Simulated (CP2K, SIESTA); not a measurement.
A SIESTA input for a self-consistent single point of MgSe (F-43m, 2 atoms in the cell) (DFT, GGA PBEsol, numerical atomic orbitals DZP, PseudoDojo PBEsol standard norm-conserving potentials (rewritten from UPF to PSML)):

```
# files in the folder: Mg.psml Se.psml (PseudoDojo PBEsol standard)
SystemName  MgSe
SystemLabel MgSe

NumberOfAtoms                2
NumberOfSpecies              2
%block ChemicalSpeciesLabel
  1 12 Mg
  2 34 Se
%endblock ChemicalSpeciesLabel
LatticeConstant              1.0 Ang
%block LatticeVectors
     0.000000000    2.968930000    2.968930000
     2.968930000    0.000000000    2.968930000
     2.968930000    2.968930000    0.000000000
%endblock LatticeVectors
AtomicCoordinatesFormat      Bohr
%block AtomicCoordinatesAndAtomicSpecies
     0.000000000    0.000000000    0.000000000  1
     2.805232292    2.805232292    2.805232292  2
%endblock AtomicCoordinatesAndAtomicSpecies

XC.functional                GGA
XC.authors                   PBEsol
PAO.BasisSize                DZP
PAO.EnergyShift              0.005 Ry
MeshCutoff                   350 Ry
%block kgrid.MonkhorstPack
    7   0   0  0.0
    0   7   0  0.0
    0   0   7  0.0
%endblock kgrid.MonkhorstPack
OccupationFunction           FD
ElectronicTemperature        20.0 meV

MaxSCFIterations             150
SCF.Mixer.Method             Broyden
SCF.Mixer.Weight             0.1
SCF.Mixer.History            8
SCF.DM.Tolerance             1.0E-05
Diag.ParallelOverK           true
WriteForces                  true
Charge.Mulliken              end
```

**Question.** Give the CP2K input for the same structure, mesh, smearing and functional.

**Answer.** One input that does it (others would too):

```
&GLOBAL
  PROJECT calc
  RUN_TYPE ENERGY_FORCE
  PRINT_LEVEL MEDIUM
&END GLOBAL
&FORCE_EVAL
  METHOD Quickstep
  STRESS_TENSOR ANALYTICAL
  &DFT
    BASIS_SET_FILE_NAME BASIS_MOLOPT
    POTENTIAL_FILE_NAME GTH_POTENTIALS
    &QS
      METHOD GPW
      EPS_DEFAULT 1E-11
    &END QS
    &MGRID
      CUTOFF 1000
      REL_CUTOFF 40
      NGRIDS 5
    &END MGRID
    &SCF
      SCF_GUESS ATOMIC
      EPS_SCF 1E-6
      MAX_SCF 100
      ADDED_MOS 4
      &DIAGONALIZATION
        ALGORITHM STANDARD
      &END DIAGONALIZATION
      &MIXING
        METHOD BROYDEN_MIXING
        ALPHA 0.3
        NBUFFER 12
        BETA 1
      &END MIXING
      &SMEAR ON
        METHOD FERMI_DIRAC
        ELECTRONIC_TEMPERATURE [K] 232.09
      &END SMEAR
    &END SCF
    &KPOINTS
      SCHEME MONKHORST-PACK 7 7 7
    &END KPOINTS
    &XC
      &XC_FUNCTIONAL
        &PBE
          PARAMETRIZATION PBESOL
        &END PBE
      &END XC_FUNCTIONAL
    &END XC
    &PRINT
      &MO
        EIGENVALUES T
        OCCUPATION_NUMBERS T
        NDIGITS 8
        FILENAME mo
        &EACH
          QS_SCF 0
        &END EACH
        ADD_LAST NUMERIC
      &END MO
      &MULLIKEN ON
      &END MULLIKEN
    &END PRINT
  &END DFT
  &SUBSYS
    &CELL
      A 4.19870100 0.00000000 0.00000000
      B 2.09935100 3.63618200 0.00000000
      C 2.09935100 1.21206100 3.42822500
      PERIODIC XYZ
    &END CELL
    &COORD
      Mg       0.00000000     0.00000000     0.00000000
      Se       2.09935075     1.21206075     0.85705625
    &END COORD
    &KIND Mg
      BASIS_SET DZVP-MOLOPT-SR-GTH-q10
      POTENTIAL GTH-PBE-q10
    &END KIND
    &KIND Se
      BASIS_SET DZVP-MOLOPT-SR-GTH-q6
      POTENTIAL GTH-PBE-q6
    &END KIND
  &END SUBSYS
  &PRINT
    &FORCES ON
    &END FORCES
    &STRESS_TENSOR ON
    &END STRESS_TENSOR
  &END PRINT
&END FORCE_EVAL
```

Basis settings and potentials, where a program has them, do not carry over. This input uses DFT PBEsol, GPW, DZVP-MOLOPT-SR-GTH basis, GTH-PBE potentials (GTH_POTENTIALS). Both were run: pressure 1.93 GPa in SIESTA and 1.65 in CP2K; gap on the mesh 2.591 eV in SIESTA and 2.366 in CP2K.

On SIESTA: the starting cell comes from a database of computed structures (which also holds hypothetical and non-ambient phases and stackings), without a prior relaxation at this level. Values carry the incompleteness of an atom-centred basis.

On CP2K: the starting cell comes from a database of computed structures (which also holds hypothetical and non-ambient phases and stackings), without a prior relaxation at this level. Values carry the incompleteness of an atom-centred basis. The potentials were made for another functional than the one used.
